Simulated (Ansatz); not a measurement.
Response to strain in Ag

Start from Ag in the fcc (Cu type) structure (space group Fm-3m, No. 225; a = 4.0009 Å; relaxed with 0.1 eV smearing). Axes: x, y, z lie along the cube axes.

Strains are applied to the cell and any free atomic positions relax; under biaxial strain the out-of-plane vector relaxes too.

Computed with DFT with LDA, PAW potentials and a 420 eV plane-wave cutoff in Ansatz (a program for electronic structure), no spin-orbit coupling.

Notes on the quantities. energy relative to the base: free energy F.

```csv
"biaxial strain, plane normal [001], relaxed out of plane (%)",energy relative to the base (meV/atom)
0,0.0
0.5,0.3
1,1.0
1.5,2.1
2,?
2.5,5.4
3,7.3
```

Task: Fit ΔE = Aε² + Bε³ (ε in %) to the rows shown and predict the withheld row.

Result: Least squares on the printed values gives A = 1.09 and B = -0.092 meV/atom (largest residual 0.0 meV/atom); this predicts 3.6 meV/atom, and the run gives 3.6 meV/atom, in agreement.

No phonon test of stability was made.
